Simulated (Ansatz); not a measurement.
The starting structures come from a database of crystals and need not be the phases stable at ambient conditions.

**Evanescent states of Ba(MgAs)₂ (P-3m1, 5 atoms a cell, 27.2 Å³ an atom) along the normal of (110)**

Calculation: r2SCAN (plane waves, PAW; Ansatz, an electronic-structure program).

The gap is the functional's own. No spin-orbit coupling. Mid-gap values are those at the computed energy nearest the middle.

Energies count from the valence-band top; κ is the least over a 4×4 mesh across the current.

| E (eV) | κ (1/Å) | where |
|---|---|---|
| 0.04 | 0.038 | Γ |
| 0.12 | 0.064 | Γ |
| 0.20 | 0.081 | Γ |
| 0.28 | 0.093 | Γ |
| 0.36 | 0.104 | Γ |
| 0.44 | 0.112 | Γ |
| 0.52 | 0.118 | Γ |
| 0.60 | 0.124 | Γ |
| 0.68 | 0.129 | Γ |
| 0.76 | 0.132 | Γ |
| 0.84 | 0.135 | Γ |
| 0.92 | 0.137 | Γ |
| 1.00 | 0.128 | Γ |
| 1.08 | 0.118 | Γ |
| 1.16 | 0.106 | Γ |
| 1.24 | 0.091 | Γ |
| 1.32 | 0.071 | Γ |
| 1.40 | 0.042 | Γ |

**Question.** How thick must the barrier be to attenuate the transmission by 10^8 when the electrodes' Fermi level lies at 1.08 eV, and what attenuation does that film give at 0.04 eV?

**Answer.** d = 8 ln 10 / (2 × 0.118) = 78.1 Å. At 0.04 eV it gives 8 × 0.038/0.118 = 2.6 decades.
